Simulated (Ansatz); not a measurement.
Take TiC in the rock salt structure (space group Fm-3m, No. 225; relaxed with 0.1 eV smearing) as the base.

```
CELL_PARAMETERS angstrom
      0.00000     2.13046     2.13046
      2.13046     0.00000     2.13046
      2.13046     2.13046     0.00000
ATOMIC_POSITIONS crystal
  Ti 0.00000 0.00000 0.00000
  C  0.50000 0.50000 0.50000
```

Cartesian axes are those of the cell as printed.

The values are results of Ansatz (a quantum-chemistry and plane-wave program) LDA, scalar-relativistic without spin-orbit coupling, not measurements.

Strains are applied to the cell and any free atomic positions relax; under biaxial strain the out-of-plane vector relaxes too.

One change was made to it. Results:

The volume per atom increases by 0.06 Å³ (9.67 Å³ → 9.73 Å³); the energy goes up by 0.6 meV/atom; the pressure (mean of the normal stresses, compression positive) goes from zero to -1.6 GPa.

**Question.** Which of these changes matches the shifts?
A. biaxial strain +1.67 %, plane normal [111], relaxed out of plane
B. biaxial strain −2.50 %, plane normal [111], relaxed out of plane
C. biaxial strain +2.50 %, plane normal [111], relaxed out of plane
D. biaxial strain +0.42 %, plane normal [111], relaxed out of plane
E. biaxial strain +2.08 %, plane normal [111], relaxed out of plane

**Answer.** D, biaxial strain +0.42 %, plane normal [111], relaxed out of plane. For comparison, the energy relative to the base in the other runs: biaxial strain +1.67 %, plane normal [111], relaxed out of plane gives +9.4 meV/atom; biaxial strain +2.50 %, plane normal [111], relaxed out of plane gives +21 meV/atom; biaxial strain +2.08 %, plane normal [111], relaxed out of plane gives +14 meV/atom; biaxial strain −2.50 %, plane normal [111], relaxed out of plane gives +23 meV/atom.

Whether these cells are dynamically stable was not tested. All final runs are without spin polarisation.
